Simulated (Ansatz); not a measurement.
**CrI3: pressure series**

The parent structure is CrI$_{3}$ in the BiI3 type structure (space group R-3, No. 148; a = 6.656 Å, c = 18.623 Å (hexagonal axes); ferromagnetic; layered, stacked along the Cartesian z axis).

Cell and atoms are relaxed at each pressure.

Method: Kohn–Sham DFT with the PBEsol-D3(BJ) functional, run in Ansatz (a quantum-chemistry and plane-wave program) with PAW and 420 eV plane waves, spin-orbit coupling left out.

```
pressure (GPa)  volume per atom (Å³/atom)
--------------  -------------------------
0                                  29.768
0.3                                29.424
0.7                                     ?
1.5                                28.286
3                                  27.224
5                                  26.144
```

Task: Fit the third-order Birch–Murnaghan form P(V) = (3B₀/2)[(V₀/V)^(7/3) − (V₀/V)^(5/3)]·[1 + (3/4)(B₀′ − 4)((V₀/V)^(2/3) − 1)] (squares taken in P) to the rows shown and predict the withheld row.

Result: Least squares on the printed values gives V₀ = 29.769 Å³/atom, B₀ = 24.6 GPa, B₀′ = 7.1; this predicts 29.005 Å³/atom, and the run gives 29.007 Å³/atom, 0.002 higher.

The magnetic state is the one reached from the starting moments; the real material's order can differ, and small cells can't hold many antiferromagnetic ones. Load acts through the strain it causes; cell and atoms are relaxed under it. Whether these cells are dynamically stable was not tested. No other phases were tried under pressure. The D3 term's C6 switches between coordination references near this geometry, which can add small steps to energies.
